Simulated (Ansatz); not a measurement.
## Several settings converged on the (001) slab of MoPt2 (cut from a parent of space group no. 71; 6 atoms in the cell)

```yaml
crystal:
  lattice:
    - [2.77129, 0.00000, 0.00000]
    - [0.00000, 3.98396, 0.00000]
    - [0.00000, 0.00000, 20.90661]
  atoms:
    - { symbol: Mo, position: [0.00000, 0.00000, 0.59990] }
    - { symbol: Pt, position: [0.00000, 0.00000, 0.46537] }
    - { symbol: Pt, position: [0.50000, 0.50000, 0.53463] }
    - { symbol: Mo, position: [0.50000, 0.50000, 0.40010] }
    - { symbol: Pt, position: [0.50000, 0.50000, 0.66518] }
    - { symbol: Pt, position: [0.00000, 0.00000, 0.33482] }
```

Base method: PBEsol, default PAW files made with PBE (plane waves; Ansatz, a quantum-chemistry and plane-wave program).

Base settings: basis.ecutwfc = 420 eV; kpoints.mp_grid.grid = 9 7 1; hamiltonian.xc = pbesol; hamiltonian.pseudopotentials = {kind: paw} (the program's default PAW files); scf.occupations.method = gaussian; scf.occupations.width = 0.1 eV.

The count of work is k-points × plane waves × bands × iterations; it is no time. 

**The vacuum**

The mesh stays at the base's, so the ladder's end is converged at best in this setting alone.

Only quantities that move along the ladder and can be compared are tabulated.

```csv
vacuum between outermost atoms (Å),free energy less the last step's (meV/atom),largest difference of a force vector from the last step's (eV/Å),count of work / last
3.0,-140.76,0.974,0.27
4.0,-38.77,0.247,0.30
5.0,-9.77,0.061,0.28
6.0,-2.56,0.016,0.35
7.0,-0.75,0.004,0.38
8.0,-0.22,0.001,0.41
10.0,-0.02,0.000,0.46
12.0,0.00,0.000,0.51
14.0,0.00,0.000,0.57
17.0,0.00,0.000,0.65
20.0,0.00,0.000,0.73
25.0,0.00,0.000,0.87
30.0,0.00,0.000,1.0
```

Smallest vacuum between outermost atoms (Å) that holds the free energy within 5 meV/atom of the last step, with all finer ones: 6.0, at 0.35 of the last step's count of work; the step before is off by 9.8 meV/atom.

Smallest vacuum between outermost atoms (Å) that holds the forces within 0.01 eV/Å of the last step, with all finer ones: 7.0, at 0.38 of the last step's count of work; the step before is off by 0.016 eV/Å.

**The plane-wave cutoff**

The mesh stays at the base's, so the ladder's end is converged at best in this setting alone.

Only quantities that move along the ladder and can be compared are tabulated.

| basis.ecutwfc | free energy less the last step's (meV/atom) | largest difference of a force vector from the last step's (eV/Å) | count of work / last |
|---|---|---|---|
| 210 eV | 5923.29 | 0.840 | 0.16 |
| 250 eV | 1168.50 | 0.301 | 0.18 |
| 295 eV | 147.99 | 0.019 | 0.21 |
| 355 eV | 5.90 | 0.000 | 0.27 |
| 420 eV | 1.42 | 0.001 | 0.35 |
| 505 eV | 0.30 | 0.000 | 0.46 |
| 630 eV | 0.09 | 0.000 | 0.64 |
| 840 eV | 0.00 | 0.000 | 1.0 |

Coarsest basis.ecutwfc that holds the free energy within 0.5 meV/atom of the last step, with all finer ones: 505 eV; the step before is off by 1.4 meV/atom.

Coarsest basis.ecutwfc that holds the forces within 0.005 eV/Å of the last step, with all finer ones: 355 eV, at 0.27 of the last step's count of work; the step before is off by 0.019 eV/Å.

**The depth of the slab**

Surface energy = (E_slab − N e_bulk)/2A, with e_bulk from the bulk crystal on its finest mesh (3060 k-points); errors per atom of slab and bulk, whose meshes differ, grow with N. The bulk cell stands at -9.4 GPa at this level, so the slab is strained in the plane.

The mesh stays at the base's, so the ladder's end is converged at best in this setting alone.

Only quantities that move along the ladder and can be compared are tabulated.

| atoms | unrelaxed surface energy (J/m²) | count of work / last |
|---|---|---|
| 6 | 2.758 | 0.083 |
| 12 | 2.823 | 0.26 |
| 18 | 2.834 | 0.56 |
| 24 | 2.845 | 1.0 |

Smallest size that holds the unrelaxed surface energy within 0.05 J/m² of the last step, with all finer ones: 12, at 0.26 of the last step's count of work; the step before is off by 0.087 J/m².

On the base run: the starting cell comes from a database of computed structures (which also holds hypothetical and non-ambient phases and stackings), without a prior relaxation at this level. The slab is cut from that crystal, and its faces are unrelaxed. Its lattice was rescaled by up to half a per cent. Spin polarisation is off.

Keys are those of Ansatz 0.2.
